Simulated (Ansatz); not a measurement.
Take Ti in the hcp (Mg type) structure (space group P6_3/mmc, No. 194; a = 2.864 Å, c = 4.537 Å; relaxed with 0.1 eV smearing) as the base. Axes: x lies along a and z along c of the hexagonal cell.

All numbers come from DFT with LDA, PAW potentials and a 420 eV plane-wave cutoff in Ansatz (a first-principles code), scalar-relativistic without spin-orbit coupling.

Strains are applied to the cell and any free atomic positions relax.

One change was made to it. Results:

The pressure (mean of the normal stresses, compression positive) goes from zero to -3.5 GPa; the shortest interatomic distance grows by 0.003 Å to 2.810 Å.

Problem. What was done to the base?
A. uniaxial strain ε_xx = +0.50 %
B. uniaxial strain ε_xx = −2.50 %
C. uniaxial strain ε_xx = −2.00 %
D. uniaxial strain ε_xx = +3.00 %

Solution. D, uniaxial strain ε_xx = +3.00 %. For comparison, the pressure in the other runs: uniaxial strain ε_xx = −2.50 % gives 3.3 GPa; uniaxial strain ε_xx = −2.00 % gives 2.6 GPa; uniaxial strain ε_xx = +0.50 % gives -0.6 GPa.

No phonon test of stability was made. The final runs are not spin-polarised.
